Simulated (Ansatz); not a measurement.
System: C (model structure, P4₂/mmc, No. 131, 6 atoms in the cell). Method: PBEsol (PAW; Ansatz, a program for electronic structure).

Numerical settings: plane-wave cutoff 520 eV, 22×22×10 k mesh (along the axes of the cell as run), Fermi–Dirac smearing 0.05 eV, scalar-relativistic PAW data made under PBE.

Cell (relaxed at this level):

```
C
1.0
    2.58208     0.00000     0.00000
    0.00000     2.58208     0.00000
    0.00000     0.00000     5.96929
C
6
Direct
  0.00000   0.00000   0.75000
  0.00000   0.00000   0.25000
  0.50000   0.00000   0.88788
  0.50000   0.00000   0.11212
  0.00000   0.50000   0.38788
  0.00000   0.50000   0.61212
```

### Question
What does this level give for the bulk modulus?

### Answer

bulk modulus: 335 GPa

The run finds no gap.

Note: the bulk modulus is −V dP/dV from two relaxed cells at ±2 % in volume; the relaxation could raise the start's symmetry but not lower it, so the cell can be a saddle point.

Static lattice: no zero-point or thermal effects.

It cost around 4 core-minutes (rough) of CPU time.

A model structure was made by putting elements into a prototype or built by hand; it is no filed structure, need not be a known phase, and can be a saddle point held by its symmetry.
